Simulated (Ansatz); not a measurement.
# A computed series for AlN: response to strain

The reference is AlN in the wurtzite structure (space group P6_3mc, No. 186).

AlN is taken in the hexagonal space group P6₃mc (No. 186), the wurtzite structure, Pearson symbol hP4. Conventional cell: a = 3.1302 Å, b = 3.1302 Å, c = 5.0180 Å, α = 90.00°, β = 90.00°, γ = 120.00°. Al on 2b has 4 N at 1.902–1.915 Å (tetrahedral). N on 2b has 4 Al at 1.902–1.915 Å (tetrahedral). (Neighbours: up to the widest gap in distance over summed covalent radii, below 1.35, at either atom; cation-cation and far metal-metal contacts left out.)

Strains are applied to the cell and any free atomic positions relax.

All numbers come from Ansatz (a program for electronic structure), PBE, PAW, cutoff 420 eV, no spin-orbit coupling.

```
isotropic strain (%)  band gap (eV)
--------------------  -------------
0                              4.03
0.6                            3.88
1.2                               ?
1.8                            3.58
2.4                            3.44
3                              3.30
```

Q: Fit E_g = E₀ + Dε (ε in %) to the rows shown and predict the withheld row.

A: Least squares on the printed values gives E₀ = 4.03 eV, D = -244 meV per % of strain (largest residual 0.01 eV); this predicts 3.73 eV, and the run gives 3.73 eV, in agreement.

Whether these cells are dynamically stable was not tested.
